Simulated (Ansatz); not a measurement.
Worked example: relaxation of cell and atoms of AlInSb₂ (P-4m2, 4 atoms in the cell) in Ansatz (an electronic-structure program).

Computed with LDA (PW92), default PAW files made with PBE (plane waves; Ansatz).

The change in words: atoms on their sites; basis.ecutwfc: 420 eV → 355 eV; relax: default → cell and atoms. Reference geometry:
```
CELL_PARAMETERS angstrom
      4.49265     0.00000     0.00000
      0.00000     4.49265     0.00000
      0.00000     0.00000     6.32977
ATOMIC_POSITIONS crystal
  Al 0.00000 0.00000 0.00790
  In 0.50000 0.50000 0.50000
  Sb 0.00000 0.50000 0.23337
  Sb 0.50000 0.00000 0.76663
```

Reference input (self-consistent single point, DFT, LDA (PW92), plane waves, default PAW files made with PBE): basis.ecutwfc = 420 eV; kpoints.mp_grid.grid = 5 5 3; hamiltonian.xc = lda; hamiltonian.pseudopotentials = {kind: paw} (the program's default PAW files); scf.occupations.method = fermi_dirac; scf.occupations.width = 0.01 eV. This run's input differs from it in these lines:

Ansatz 0.2 input:
```diff
@@ -7,3 +7,3 @@
   atoms:
-    - { symbol: Al, position: [0.000000, 0.000000, 0.007899] }
+    - { symbol: Al, position: [0.000000, 0.000000, 0.000000] }
     - { symbol: In, position: [0.500000, 0.500000, 0.500000] }
@@ -12,3 +12,3 @@
 basis:
-  ecutwfc: 420.0 eV
+  ecutwfc: 355.0 eV
 kpoints:
@@ -24,2 +24,4 @@
     width: 0.01 eV
+relax:
+  cell: {}
 output:
```

Log, with long lists cut:

```
   [... SCF lines of the steps left out ...]
relax step   1: F+E_penalty+E_count = -18642.05573944 eV  Δ(F+E_penalty+E_count) = +0.000e0 eV  max|allowed force component| = 4.156e-2 eV/Å  Δτ_max = 0.0000 Å  P = -1.667 GPa  Ω = 127.760 Å³  (7 SCF iters, dr2 threshold 1.00e-7 eV, accepted)
relax step   2: F+E_penalty+E_count = -18642.07049620 eV  Δ(F+E_penalty+E_count) = -1.476e-2 eV  max|allowed force component| = 1.718e-1 eV/Å  Δτ_max = 0.0168 Å  P = +1.518 GPa  Ω = 120.321 Å³  energy of the carried Pulay correction = +9.192e-3 eV  [...]
   [... lines left out ...]
relax step   6: F+E_penalty+E_count = -18642.08011576 eV  Δ(F+E_penalty+E_count) = -3.101e-4 eV  max|allowed force component| = 2.279e-4 eV/Å  Δτ_max = 0.0009 Å  P = -0.003 GPa  Ω = 123.392 Å³  energy of the carried Pulay correction = +2.468e-4 eV  [...]
relax step   7: F+E_penalty+E_count = -18642.07983238 eV  Δ(F+E_penalty+E_count) = +2.834e-4 eV  max|allowed force component| = 2.063e-4 eV/Å  Δτ_max = 0.0000 Å  P = -0.005 GPa  Ω = 123.392 Å³  stress off target by 1.18e-2 GPa  SCF on the basis [...]
basis re-selected at this cell: Δ(F+E_penalty+E_count) = +2.834e-4 eV, ΔP = -0.002 GPa vs the last step
the relaxation is at rest under the 8 symmetry operations that the run kept from its start: a minimum is not shown …
Stability not checked: this state was not tested for a lower state beside it, because too few of the mixer's solves of this state at the end of the SCF gave a …
Free energy (F): -18642.079832 eV
Internal energy: -18642.079832 eV  (E = F + TS)
   [... lines left out ...]
Fermi energy:    7.086670 eV
  cell:  # Å, volume = 123.3917 Å³
   [... lines left out ...]
    - [4.449963736356565, 0.0, 1.5118010780458117e-32]
    - [0.0, 4.449963736356565, 0.0]
    - [2.1300027883283942e-32, 0.0, 6.231220017059519]
  atoms:
    - { symbol: Al, position: [7.394807996588165e-34, 0.0, -2.635549485807631e-82] }
    - { symbol: In, position: [0.5, 0.5, 0.5] }
    - { symbol: Sb, position: [-8.466519300441525e-34, 0.5, 0.23365040420195518] }
    - { symbol: Sb, position: [0.5, 0.0, 0.7663495957980448] }
```

The run converged. 

Summary of the result:
| Item | Value |
|---|---|
| Free energy E − TS (on the zero of these files) | -18642.0798 eV |
| Top of the valence band (on the code's own zero) | 6.81 eV |
| Gap on the k-point mesh | 0.55 eV |
| Pressure | -0.01 GPa |
| Final cell | a = b = 4.4500 Å, c = 6.2312 Å, α = β = γ = 90.00° |
| Final volume per atom | 30.85 Å³ |
| Relaxation steps | 7 |

The starting cell comes from a database of computed structures (which also holds hypothetical and non-ambient phases and stackings), without a prior relaxation at this level. Its lattice was rescaled by up to half a per cent. Spin-orbit coupling is off. The relaxation keeps the symmetry of its start, so its end need not be a minimum. Ansatz's pressure includes its estimate of the finite-basis (Pulay) stress. The cutoff lies below the one recommended for these files.
